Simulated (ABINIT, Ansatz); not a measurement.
An ABINIT input for a self-consistent single point of CsAu (Pm-3m, 2 atoms in the cell) (DFT, LDA (PW92), plane waves, norm-conserving pseudopotentials (PseudoDojo nc-sr-04 LDA standard)):

```
# CsAu, PseudoDojo nc-sr-04 LDA standard
pp_dirpath "./"
pseudos "Cs.upf, Au.upf"
acell 3*1.0 Angstrom
rprim
         4.1830600000    0.0000000000    0.0000000000
         0.0000000000    4.1830600000    0.0000000000
         0.0000000000    0.0000000000    4.1830600000
natom 2
ntypat 2
znucl 55 79
typat 1 2
xred
         0.0000000000    0.0000000000    0.0000000000
         0.5000000000    0.5000000000    0.5000000000
ecut 1034 eV
occopt 3
tsmear 0.05 eV
nband 19
kptopt 1
ngkpt 6 6 6
nshiftk 1
shiftk 0 0 0
nstep 100
tolvrs 1.0e-11
prtwf 0
prtden 0
enunit 1
```

### Question
Write the same calculation as an input for Ansatz (a program for electronic structure).

### Answer
This is the input that was run; spellings and numerical settings could be chosen otherwise.

Ansatz 0.2 input:
```yaml
# CsAu
crystal:
  lattice:
    - [4.183060, 0.000000, 0.000000]
    - [0.000000, 4.183060, 0.000000]
    - [0.000000, 0.000000, 4.183060]
  atoms:
    - { symbol: Cs, position: [0.000000, 0.000000, 0.000000] }
    - { symbol: Au, position: [0.500000, 0.500000, 0.500000] }
basis:
  ecutwfc: 30.9 Ry
kpoints:
  mp_grid: { grid: [6, 6, 6] }
hamiltonian:
  xc: lda
  pseudopotentials: { kind: paw }
scf:
  occupations: { method: fermi_dirac, width: 0.0037 Ry }
output:
  forces: true
  eigenvalues: true
  stress: true
```

Basis settings and potentials, where a program has them, do not carry over. This input uses DFT, LDA (PW92), plane waves, default PAW files made with PBE. LDA parametrisations can differ slightly between programs. The width in Ry is rounded to four decimals. Both were run: pressure -1.65 GPa in ABINIT and -1.62 in Ansatz; gap on the mesh 0.827 eV in ABINIT and 0.817 in Ansatz. Ansatz's pressure is the one without its finite-basis correction.

On ABINIT: the starting cell comes from a database of computed structures (which also holds hypothetical and non-ambient phases and stackings), without a prior relaxation at this level. Its lattice was rescaled by a random factor within 2.5 % of one. Spin-orbit coupling is off.

On Ansatz: the starting cell comes from a database of computed structures (which also holds hypothetical and non-ambient phases and stackings), without a prior relaxation at this level. Its lattice was rescaled by a random factor within 2.5 % of one. Spin-orbit coupling is off.
